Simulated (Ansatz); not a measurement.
Given:

```
CELL_PARAMETERS angstrom
      3.04300     0.00000     0.00000
      1.52150     2.63532     0.00000
      0.00000     0.00000    15.23858
ATOMIC_POSITIONS crystal
  Si 0.00000 0.00000 0.99948
  Si 0.00000 0.00000 0.49948
  Si 0.66667 0.66667 0.83273
  Si 0.33333 0.33333 0.33273
  Si 0.66667 0.66667 0.16623
  Si 0.33333 0.33333 0.66623
  C  0.00000 0.00000 0.87486
  C  0.00000 0.00000 0.37486
  C  0.66667 0.66667 0.70845
  C  0.33333 0.33333 0.20845
  C  0.66667 0.66667 0.04194
  C  0.33333 0.33333 0.54194
```

No spin polarisation.

Method: PBE, PAW, 420 eV (Ansatz, a quantum-chemistry and plane-wave program; no spin-orbit coupling), earlier PAW set. Γ-centred 10×10×2 mesh, Fermi–Dirac width 0.05 eV.

**Question.** Predict the pressure and space group.

**Answer.** The pressure (mean of the normal stresses, compression positive) is 69.6 kbar and the space group comes out as P6_3mc (No. 186).

The cells carry an imposed strain or load. Whether these cells are dynamically stable was not tested. The cell was made from SiC (space group P6_3mc, No. 186) by this change: biaxial strain −1.68 %, plane normal [001], relaxed out of plane.
